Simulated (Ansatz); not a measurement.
S on the 1x1 (0001) surface of hcp Ru, one in a 2x1 cell, started at the site 'top Ru'

Computed with PBE (plane waves to 420 eV, PAW; Ansatz, a quantum-chemistry and plane-wave program).

Set-up: 9 atoms, 6.3 Å thick at the start under the adsorbate (thin: gaps and levels are the slab's own); mesh 6x12x1; 0.1 eV smearing; dipole correction on; 4 atoms held, the rest relaxed; held to the start's symmetry, so lower structures may exist; spin-polarised, no spin-orbit, no U, no dispersion correction. The starting moment vanished. At the end it is bonded to 3 Ru. In PBE this state lies 0.12 eV over the lowest of the starts that converged ('bridge Ru-Ru (span 2.7 Å)').

- adsorption energy against ⅛ S8(g): -1.91 eV
- work function of the top face: 4.95 eV
- change of the work function: -0.046 eV
- change of the step from the bottom to the top vacuum level, against the clean slab: -0.026 eV
- energy released by relaxation: 1.60 eV
- height of the binding atom over the mean of the host atoms within 0.3 Å of the top one: 3.250 bohr
- magnetic moment of the cell: 0.00 μB
- nearest host atoms of the binding atom: Ru at 2.31 Å, Ru at 2.32 Å, Ru at 4.15 Å
- largest move of a host atom: 0.12 Å
- note: in the relaxation the adsorbate left its starting site by 1.5 Å
- cost: very roughly 19 core-minutes

A negative adsorption energy means that the adsorbate is more stable on the surface than in its reference.
